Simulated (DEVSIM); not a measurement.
## Schottky contact on n-type GaN

Device: Schottky contact on n-type GaN, at 350 K.

| layer (left to right) | material | thickness (μm) | Nd (cm⁻³) | τn (s) | τp (s) |
|---|---|---|---|---|---|
| 1 | GaN | 3.20 | 2.7e15 | 7.6e-9 | 7.6e-9 |
| 2 | GaN | 30.0 | 1.2e18 | 7.6e-9 | 7.6e-9 |

Left contact: Schottky, work function 5.74 eV, emission velocity 3.4e6 cm/s. Right contact: ohmic. Voltage is applied to the left contact. Recombination: SRH at mid-gap, radiative, Auger. Mobility is constant in doping.

The device is made up for the run: typed textbook-type constants, with dimensions and the other settings drawn at random. Values at 300 K; Nc and Nv go as T^1.5, mobilities as T to minus their exponent, the gap by Varshni's rule with the affinity fixed.

```tsv
parameter	GaN
gap (eV)	3.43
affinity (eV)	4.1
permittivity	9.5
Nc (cm⁻³)	2.3e18
Nv (cm⁻³)	4.6e19
μn (cm²/Vs)	1200
μp (cm²/Vs)	100
T exponent of μn	1.5
T exponent of μp	2
B (cm³/s)	1e-11
Cn (cm⁶/s)	1e-30
Cp (cm⁶/s)	1e-30
Varshni α (eV/K)	0.00091
Varshni β (K)	830
```

DEVSIM, 1D drift-diffusion, Boltzmann statistics, complete ionisation; no tunnelling, impact ionisation, image-force lowering or self-heating. Metal contacts follow the ideal Schottky-Mott rule: no Fermi-level pinning, no interface dipoles.

| Property | Value |
|---|---|
| Potential step across the device at zero bias | 1.613 V |
| Dark forward voltage at 1 A/cm² | 1.218 V |
| Dark forward voltage at 100 A/cm² | 1.439 V |

Dark forward current:

```tsv
V (V)	J (A/cm²)
0.25	1.4e-14
0.35	3.8e-13
0.45	1.0e-11
0.55	2.8e-10
0.60	1.5e-9
0.70	4.1e-8
0.80	1.1e-6
0.90	3.0e-5
1.00	0.00081
1.10	0.022
1.15	0.11
1.25	2.7
1.35	32
1.45	110
1.55	220
1.65	330
1.70	390
1.80	510
1.90	640
2.00	760
```

Small-signal capacitance in reverse bias (quasi-static):

```csv
V (V),C (nF/cm²)
-0.4,10.1
-1,8.71
-2,7.32
-3,6.43
-4,5.80
-6,4.96
-8,4.40
-10,3.99
-13,3.55
-16,3.23
-20,2.92
```
